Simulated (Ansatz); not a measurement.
Input:

```xyz
2
Lattice="0.0000 2.4469 2.4469 2.4469 0.0000 2.4469 2.4469 2.4469 0.0000" Properties=species:S:1:pos:R:3 pbc="T T T"
S      3.6704     3.6704     3.6704
Be     0.0000     0.0000     0.0000
```

No spin polarisation.

All numbers come from PBE (Ansatz, a quantum-chemistry and plane-wave program; PAW; 420 eV plane waves; no spin-orbit coupling). Settings: 12×12×12 k-points, 0.05 eV Fermi–Dirac smearing.

Problem. What is the computed width of the top valence band?

Solution. 3.22 eV.

Problem. What is the computed gap character?

Solution. Indirect, Γ → X.

Problem. Estimate the smallest direct gap.

Solution. 5.59 eV.

Load acts through the strain it causes; cell and atoms are relaxed under it. Stability against distortions was not tested. The cell was made from BeS in the zinc blende structure (space group F-43m, No. 216) by this change: pressure −1 GPa.
